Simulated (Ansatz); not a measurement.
The reference is Si in the diamond structure (space group Fd-3m, No. 227; a = 5.4021 Å). Axes: x, y, z lie along the cube axes.

Structures relaxed with LDA in Ansatz (plane waves to 420 eV, PAW, no spin-orbit coupling).

Base:

Simulated powder pattern, Cu Kα1, λ = 1.54056 Å (kinematic, ideal powder, no thermal factors, no anomalous dispersion; the 8 strongest lines at most, above 2 %, up to 2θ = 90°):

```tsv
2θ (°)	I/Imax (%)	hkl
28.60	100	(111)
47.57	67	(220)
56.45	40	(311)
69.55	11	(400)
76.86	16	(331)
88.62	23	(422)
```

After one change:

Simulated powder pattern, Cu Kα1, λ = 1.54056 Å (kinematic, ideal powder, no thermal factors, no anomalous dispersion; the 8 strongest lines at most, above 2 %, up to 2θ = 90°):

```json
[
 {"2θ (°)": "28.30", "I/Imax (%)": "34"},
 {"2θ (°)": "29.12", "I/Imax (%)": "100"},
 {"2θ (°)": "47.59", "I/Imax (%)": "46"},
 {"2θ (°)": "48.64", "I/Imax (%)": "43"},
 {"2θ (°)": "56.29", "I/Imax (%)": "15"},
 {"2θ (°)": "57.23", "I/Imax (%)": "25"},
 {"2θ (°)": "57.70", "I/Imax (%)": "13"},
 {"2θ (°)": "70.42", "I/Imax (%)": "14"}
]
```

Task: Name the change that was made.
A. biaxial strain −2.08 %, plane normal [111], relaxed out of plane
B. biaxial strain +0.83 %, plane normal [111], relaxed out of plane
C. biaxial strain +0.42 %, plane normal [111], relaxed out of plane
D. biaxial strain −1.25 %, plane normal [111], relaxed out of plane

Result: A, biaxial strain −2.08 %, plane normal [111], relaxed out of plane. Its volume per atom is 19.09 Å³ against 19.71 Å³, and its space group is R-3m (No. 166).

Stability against distortions was not tested.

Ansatz is a program for electronic structure.
